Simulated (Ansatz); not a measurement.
The structure below was relaxed with DFT with LDA, PAW potentials and a 420 eV plane-wave cutoff in Ansatz (a quantum-chemistry and plane-wave program), without spin-orbit coupling, at pressure −1 GPa.

Space group Fm-3m (No. 225); a = 6.0777 Å, b = 6.0777 Å, c = 6.0777 Å, α = 90.00°, β = 90.00°, γ = 90.00°

```json
[
 {"atom": "Pb", "site": "4a", "symmetry": "m-3m", "x": "0.0000", "y": "0.0000", "z": "0.0000"},
 {"atom": "Se", "site": "4b", "symmetry": "m-3m", "x": "0.5000", "y": "0.5000", "z": "0.5000"}
]
```

Write out a cell with all atoms.


```
PbSe
1.0
    6.07773     0.00000     0.00000
    0.00000     6.07773     0.00000
    0.00000     0.00000     6.07773
Pb Se
4 4
Direct
  0.00000   0.00000   0.00000
  0.00000   0.50000   0.50000
  0.50000   0.00000   0.50000
  0.50000   0.50000   0.00000
  0.50000   0.00000   0.00000
  0.50000   0.50000   0.50000
  0.00000   0.00000   0.50000
  0.00000   0.50000   0.00000
```
This is the conventional cell.

Load acts through the strain it causes; cell and atoms are relaxed under it. Stability against distortions was not tested. The cell was made from PbSe in the rock salt structure (space group Fm-3m, No. 225) by this change: pressure −1 GPa.
